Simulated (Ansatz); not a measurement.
This Ansatz (a program for electronic structure) input is the reference run, BeS in the zinc blende structure (space group F-43m, No. 216), computed with Kohn–Sham DFT with the r2SCAN functional, run in Ansatz with PAW and 500 eV plane waves, scalar-relativistic without spin-orbit coupling, earlier PAW set:

Ansatz 0.2 input:
```yaml
crystal:
  lattice:
    - [0, 2.4341493278, 2.4341493278]
    - [2.4341493278, 0, 2.4341493278]
    - [2.4341493278, 2.4341493278, 0]
  atoms:
    - { symbol: S, position: [0.75, 0.75, 0.75] }
    - { symbol: Be, position: [0, 0, 0] }
basis: { ecutwfc: 500, ecutrho_ratio: 4, xc_grid: 4, fft_grid_basis: typed }
kpoints: { mp_grid: { grid: [12, 12, 12] } }
hamiltonian:
  xc: r2scan
  dispersion: none
  pseudopotentials: { azcp: { folder: ./paw }, kind: paw }
scf: { occupations: { method: fermi_dirac, width: 0.05 }, convergence: { dr2_threshold: 0.0000000002 } }
output: { forces: true, stress: true }
```

Question: Write the input for this change: uniaxial stress, 8 GPa tension along z, with the cell and atoms free to relax against it.

Answer: 
Ansatz 0.2 input:
```yaml
crystal:
  lattice:
    - [0, 2.4341493278, 2.4341493278]
    - [2.4341493278, 0, 2.4341493278]
    - [2.4341493278, 2.4341493278, 0]
  atoms:
    - { symbol: S, position: [0.75, 0.75, 0.75] }
    - { symbol: Be, position: [0, 0, 0] }
basis: { ecutwfc: 500, ecutrho_ratio: 4, xc_grid: 4, fft_grid_basis: typed }
kpoints: { mp_grid: { grid: [12, 12, 12] } }
hamiltonian:
  xc: r2scan
  dispersion: none
  pseudopotentials: { azcp: { folder: ./paw }, kind: paw }
scf: { occupations: { method: fermi_dirac, width: 0.05 } }
relax: { f_tol: 0.005, max_steps: 50, cell: { stress_tol: 0.01, sigma_target: [0, 0, -8, 0, 0, 0] } }
output: { forces: true, stress: true }
checkpoint: { write: state.ck, write_every: 1000 }
```
This is the input that was run.

Load acts through the strain it causes; cell and atoms are relaxed under it. sigma_target is in GPa, compression positive, in the order xx, yy, zz, yz, xz, xy. Stability under load was not tested beyond the relaxation.
